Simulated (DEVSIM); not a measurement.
Device: abrupt GaAs n-p junction, at 400 K.

| layer (left to right) | material | thickness (μm) | Nd (cm⁻³) | Na (cm⁻³) | τn (s) | τp (s) |
|---|---|---|---|---|---|---|
| 1 | GaAs | 7.10 | 8.8e16 | - | 8.8e-9 | 8.8e-9 |
| 2 | GaAs | 9.30 | - | 1.1e15 | 8.8e-9 | 8.8e-9 |

Left contact: ohmic. Right contact: ohmic. Voltage is applied to the left contact. Recombination: SRH at mid-gap, radiative, Auger. Mobility is constant in doping.

Constants are typed, rounded textbook-type inputs, not results; the design itself was drawn at random and stands for no fabricated device. Values at 300 K; Nc and Nv go as T^1.5, mobilities as T to minus their exponent, the gap by Varshni's rule with the affinity fixed.

```tsv
parameter	GaAs
gap (eV)	1.424
affinity (eV)	4.07
permittivity	12.9
Nc (cm⁻³)	4.7e17
Nv (cm⁻³)	9e18
μn (cm²/Vs)	8500
μp (cm²/Vs)	400
T exponent of μn	2.1
T exponent of μp	2.2
B (cm³/s)	2e-10
Cn (cm⁶/s)	1e-30
Cp (cm⁶/s)	1e-30
Varshni α (eV/K)	0.000541
Varshni β (K)	204
```

Simulated with DEVSIM: 1D drift-diffusion, Boltzmann statistics, complete ionisation; no tunnelling, impact ionisation, image-force lowering or self-heating.

Task: Tabulate band edges, carrier densities and field at zero bias.

Result: Energies count from the Fermi level of the right contact; mesh points crowd at the junctions.

```json
[
 {"x (μm)": "0.000", "Ec (eV)": "0.073", "Ev (eV)": "-1.305", "n (cm⁻³)": "8.8e16", "p (cm⁻³)": "510", "field (V/cm)": "≈ 0"},
 {"x (μm)": "0.03480", "Ec (eV)": "0.073", "Ev (eV)": "-1.305", "n (cm⁻³)": "8.8e16", "p (cm⁻³)": "510", "field (V/cm)": "≈ 0"},
 {"x (μm)": "0.1197", "Ec (eV)": "0.073", "Ev (eV)": "-1.305", "n (cm⁻³)": "8.8e16", "p (cm⁻³)": "510", "field (V/cm)": "≈ 0"},
 {"x (μm)": "0.3268", "Ec (eV)": "0.073", "Ev (eV)": "-1.305", "n (cm⁻³)": "8.8e16", "p (cm⁻³)": "510", "field (V/cm)": "≈ 0"},
 {"x (μm)": "1.160", "Ec (eV)": "0.073", "Ev (eV)": "-1.305", "n (cm⁻³)": "8.8e16", "p (cm⁻³)": "510", "field (V/cm)": "≈ 0"},
 {"x (μm)": "2.865", "Ec (eV)": "0.073", "Ev (eV)": "-1.305", "n (cm⁻³)": "8.8e16", "p (cm⁻³)": "510", "field (V/cm)": "≈ 0"},
 {"x (μm)": "5.256", "Ec (eV)": "0.073", "Ev (eV)": "-1.305", "n (cm⁻³)": "8.8e16", "p (cm⁻³)": "510", "field (V/cm)": "≈ 0"},
 {"x (μm)": "6.548", "Ec (eV)": "0.073", "Ev (eV)": "-1.305", "n (cm⁻³)": "8.8e16", "p (cm⁻³)": "510", "field (V/cm)": "≈ 0"},
 {"x (μm)": "6.888", "Ec (eV)": "0.073", "Ev (eV)": "-1.305", "n (cm⁻³)": "8.8e16", "p (cm⁻³)": "510", "field (V/cm)": "≈ 0"},
 {"x (μm)": "7.031", "Ec (eV)": "0.074", "Ev (eV)": "-1.304", "n (cm⁻³)": "8.6e16", "p (cm⁻³)": "520", "field (V/cm)": "560"},
 {"x (μm)": "7.086", "Ec (eV)": "0.095", "Ev (eV)": "-1.282", "n (cm⁻³)": "4.6e16", "p (cm⁻³)": "970", "field (V/cm)": "12000"},
 {"x (μm)": "7.124", "Ec (eV)": "0.166", "Ev (eV)": "-1.212", "n (cm⁻³)": "5.9e15", "p (cm⁻³)": "7500", "field (V/cm)": "18000"},
 {"x (μm)": "7.193", "Ec (eV)": "0.278", "Ev (eV)": "-1.099", "n (cm⁻³)": "2.3e14", "p (cm⁻³)": "200000", "field (V/cm)": "15000"},
 {"x (μm)": "7.363", "Ec (eV)": "0.512", "Ev (eV)": "-0.865", "n (cm⁻³)": "2.5e11", "p (cm⁻³)": "1.7e8", "field (V/cm)": "12000"},
 {"x (μm)": "8.047", "Ec (eV)": "1.009", "Ev (eV)": "-0.368", "n (cm⁻³)": "140000", "p (cm⁻³)": "3.2e14", "field (V/cm)": "2400"},
 {"x (μm)": "9.449", "Ec (eV)": "1.052", "Ev (eV)": "-0.325", "n (cm⁻³)": "40000", "p (cm⁻³)": "1.1e15", "field (V/cm)": "≈ 0"},
 {"x (μm)": "12.61", "Ec (eV)": "1.052", "Ev (eV)": "-0.325", "n (cm⁻³)": "40000", "p (cm⁻³)": "1.1e15", "field (V/cm)": "≈ 0"},
 {"x (μm)": "14.86", "Ec (eV)": "1.052", "Ev (eV)": "-0.325", "n (cm⁻³)": "40000", "p (cm⁻³)": "1.1e15", "field (V/cm)": "≈ 0"},
 {"x (μm)": "15.94", "Ec (eV)": "1.052", "Ev (eV)": "-0.325", "n (cm⁻³)": "40000", "p (cm⁻³)": "1.1e15", "field (V/cm)": "≈ 0"},
 {"x (μm)": "16.23", "Ec (eV)": "1.052", "Ev (eV)": "-0.325", "n (cm⁻³)": "40000", "p (cm⁻³)": "1.1e15", "field (V/cm)": "≈ 0"},
 {"x (μm)": "16.35", "Ec (eV)": "1.052", "Ev (eV)": "-0.325", "n (cm⁻³)": "40000", "p (cm⁻³)": "1.1e15", "field (V/cm)": "≈ 0"},
 {"x (μm)": "16.40", "Ec (eV)": "1.052", "Ev (eV)": "-0.325", "n (cm⁻³)": "40000", "p (cm⁻³)": "1.1e15", "field (V/cm)": "≈ 0"}
]
```
